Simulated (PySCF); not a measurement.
PySCF 2.14.0, TPSSH/def2-svp, df: [OH][Al]([OH])[O][SiH2]O[Si](Cl)(Cl)Cl, 14 atoms. The geometry is a generated start, not checked to be a minimum at this level.

| Property | Result |
|---|---|
| task | energy |
| method | tpssh |
| basis | def2-svp |
| two-electron scheme | density fitting |
| mol.max_memory | 3000 MB |
| mf.max_cycle | 100 |
| mf.init_guess | minao (default) |
| mf.DIIS | CDIIS (default) |
| mf.diis_space | 8 (default) |
| mf.conv_tol | 1e-09 (default) |
| mf.grids.level | 3 (default) |
| basis functions | 184 |
| grid points | 209744 |

```xyz
14

Si     2.0174    -0.4567     0.4708
Cl     2.3722    -2.3159    -0.1361
Cl     3.4771     0.2864     1.6055
Cl     0.3446    -0.4933     1.6868
O      1.7895     0.5169    -0.7515
Si     0.4741     1.1294    -1.6229
O     -0.8161     0.6978    -0.8186
Al    -1.5482    -0.1792     0.4895
O     -1.8370    -1.7563     0.1019
O     -2.4228     0.7307     1.5410
H      0.5932     0.4501    -2.9037
H      0.6975     2.5642    -1.5415
H     -2.2475    -2.5746    -0.1252
H     -2.8942     1.4004     2.0039
```

One run each on 2 threads, 1 BLAS thread. Values of level_shift (Hartree) tried: 0 (default), 0.1, 0.3, 1.

### Question
Which value of level_shift (Hartree) needs the fewest Fock builds, and what happens away from it?

### Answer
Fewest Fock builds, within one of each other: 0 (default) with 14, 0.1 with 13. The count rises to 32 at 1. All converge to one solution.

```json
[
 {"level_shift (Hartree)": "0 (default)", "Fock builds": "14", "end": "same solution"},
 {"level_shift (Hartree)": "0.1", "Fock builds": "13", "end": "same solution"},
 {"level_shift (Hartree)": "0.3", "Fock builds": "16", "end": "same solution"},
 {"level_shift (Hartree)": "1", "Fock builds": "32", "end": "same solution"}
]
```
